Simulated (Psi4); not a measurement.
Psi4 1.11, B3LYP/def2-svp, scf_type pk: Mo(S)2(SH)2 ([S]=[Mo](=[S])([SH])[SH]), 7 atoms. The geometry is a generated start, not checked to be a minimum at this level.

```yaml
task: energy
method: b3lyp
basis: def2-svp
memory: 7 GB
e_convergence: 1e-08
d_convergence: 1e-07
guess: auto, which took SAD (default)
diis_max_vecs: 10 (default)
scf_initial_accelerator: adiis (default)
dft_radial_points: 75 (default)
dft_spherical_points: 302 (default)
effective_core_potentials: those of the basis set, past Kr
basis_functions: 113
grid_points: 151547
```

```xyz
7

Mo     0.2696    -0.1431     0.2689
S      1.9011    -1.4358    -0.2492
S      0.2089     0.3749     2.3502
S      0.5071     1.8180    -0.9518
H      0.0956     2.6875    -0.0261
S     -1.7249    -1.2119    -0.2470
H     -1.2574    -2.0896    -1.1449
```
Charge 0, spin multiplicity 1.

The reference run uses exact four-centre integrals (scf_type = pk). Single runs; times are not shown.

Settings tried, all else as in the reference:
- scf_type = direct, screening = csam (default), ints_tolerance = 1e-09
- scf_type = direct, screening = density, ints_tolerance = 1e-09
- scf_type = direct, screening = csam (default), ints_tolerance = 1e-05
- scf_type = direct, screening = csam (default), ints_tolerance = 1e-07
- scf_type = direct, screening = density, ints_tolerance = 1e-07

Q: Which settings reproduce the reference to 1.0 meV/atom in energy?

A: Within it: scf_type = direct, screening = density, ints_tolerance = 1e-09; scf_type = direct, screening = csam (default), ints_tolerance = 1e-09; scf_type = direct, screening = density, ints_tolerance = 1e-07; scf_type = direct, screening = csam (default), ints_tolerance = 1e-07. At the edge (between 0.75 and 1.33 times the tolerance): scf_type = direct, screening = csam (default), ints_tolerance = 1e-05. No setting lies outside.

```
setting                                                                energy against the reference
---------------------------------------------------------------------  ----------------------------
scf_type = direct, screening = density, ints_tolerance = 1e-09                 under 0.001 meV/atom
scf_type = direct, screening = csam (default), ints_tolerance = 1e-09          under 0.001 meV/atom
scf_type = direct, screening = density, ints_tolerance = 1e-07                     −0.0021 meV/atom
scf_type = direct, screening = csam (default), ints_tolerance = 1e-07              −0.0044 meV/atom
scf_type = direct, screening = csam (default), ints_tolerance = 1e-05                −0.78 meV/atom
```

Total energies are compared; such shifts often cancel in part in energy differences. No test of the SCF solution's stability was run. Also tried and not ranked: scf_type = direct, screening = density, ints_tolerance = 1e-05 (ended without SCF convergence in 100 iterations). The tolerance is a choice made for this comparison.
